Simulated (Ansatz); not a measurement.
Adsorption energy and surface dipole of H on the 1x1 (111) surface of fcc Pt, one in a 2x2 cell, started at the site 'bridge Pt-Pt (span 2.8 Å)', worked from the runs' numbers; total energies count from the potentials' own zero.

Level of theory: PBE (plane waves to 420 eV, PAW; Ansatz, an electronic-structure program).

Slab: 17 atoms, 6.9 Å thick at the start under the adsorbate (thin: gaps and levels are the slab's own); k 6x6x1, smearing 0.1 eV, dipole-corrected; 8 atoms held, the rest relaxed; held to the start's symmetry, so lower structures may exist; no spin, no spin-orbit, no U, no dispersion correction. At the end it is bonded to 2 Pt. In PBE this state lies 0.05 eV over the lowest of the starts that converged ('hollow Pt-Pt-Pt over Pt at depth 4.6 Å').

```tsv
quantity	value
slab with the adsorbate	-200379.605 eV
clean slab, same cell and mesh	-200363.317 eV
reference, ½ H2(g)	-15.872 eV
area of the cell	27.30 Å²
change of the step from the bottom to the top vacuum level	-0.075 eV
```

### Question
What is the adsorption energy against this reference?

### Answer
E(slab + adsorbate) − E(slab) − E(reference) = -0.42 eV, so in this state the adsorbate is more stable than in the reference, at a coverage of 3.66 a nm².
